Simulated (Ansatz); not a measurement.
## Response to strain in Ag

Take Ag in the fcc (Cu type) structure (space group Fm-3m, No. 225; a = 4.054 Å; relaxed with 0.1 eV smearing) as the base. Axes: x, y, z lie along the cube axes.

Strains are applied to the cell and any free atomic positions relax; under biaxial strain the out-of-plane vector relaxes too.

Computed with PBEsol (Ansatz, an electronic-structure program), no spin-orbit coupling, earlier PAW set.

Notes on the quantities. energy relative to the base: free energy F; pressure: mean of the normal stresses, compression positive.

| case | energy relative to the base | pressure | space group |
|---|---|---|---|
| base | 0 meV/atom | 0.0 GPa | Fm-3m (No. 225) |
| biaxial strain +2.01 %, plane normal [001], relaxed out of plane | +3.4 meV/atom | -1.0 GPa | I4/mmm (No. 139) |
| biaxial strain +3.69 %, plane normal [110], relaxed out of plane | +25 meV/atom | [?] | Immm (No. 71) |
| isotropic strain +1.24 % | [?] | -4.0 GPa | Fm-3m (No. 225) |
| uniaxial strain ε_xx = +0.99 % | +0.7 meV/atom | -1.1 GPa | I4/mmm (No. 139) |
| uniaxial strain ε_yy = −0.86 % | [?] | 1.1 GPa | I4/mmm (No. 139) |

Q: What belongs in the blanks?

A: 
- biaxial strain +3.69 %, plane normal [110], relaxed out of plane, pressure: -4.1 GPa
- isotropic strain +1.24 %, energy relative to the base: +8.1 meV/atom
- uniaxial strain ε_yy = −0.86 %, energy relative to the base: +0.6 meV/atom

A biaxial case was relaxed in a doubled cell and then solved in the primitive one. Whether these cells are dynamically stable was not tested.
